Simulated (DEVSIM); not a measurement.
System: Cr/SiO2/p-Si capacitor, at 400 K.

```tsv
layer (left to right)	material	thickness (nm)	Na (cm⁻³)
1	SiO2	3.20	-
2	Si	2600	4.8e16
```

Metal gate on the left, work function 4.5 eV. Fixed charge at the semiconductor interface 1.2e11 cm⁻² (in units of +e); no interface traps.

Constants are typed, rounded textbook-type inputs, not results; the design itself was drawn at random and stands for no fabricated device. Values at 300 K; Nc and Nv go as T^1.5, mobilities as T to minus their exponent, the gap by Varshni's rule with the affinity fixed.

```
parameter         SiO2        Si
----------------  ----  --------
gap (eV)             9     1.124
affinity (eV)      0.9      4.05
permittivity       3.9      11.7
Nc (cm⁻³)            -   2.86e19
Nv (cm⁻³)            -    3.1e19
Varshni α (eV/K)     -  0.000473
Varshni β (K)        -       636
```

DEVSIM, 1D Poisson equation in equilibrium, Boltzmann statistics, complete ionisation; no quantum confinement or tunnelling. Metal contacts follow the ideal Schottky-Mott rule: no Fermi-level pinning, no interface dipoles.

The temperature was swept, all else fixed.

```tsv
temperature (K)	flat-band voltage (V)	minimum of the low-frequency capacitance (μF/cm²)	threshold voltage (band bending 2φF) (V)
250	-0.57	0.0689	0.41
300	-0.52	0.0754	0.37
350	-0.48	0.0796	0.33
400	-0.43	?	?
450	-0.37	0.0980	0.25
500	-0.32	0.113	0.20
```

**Question.** Complete the blanks.

**Answer.** 
- 400, minimum of the low-frequency capacitance (μF/cm²): 0.0889
- 400, threshold voltage (band bending 2φF) (V): 0.29
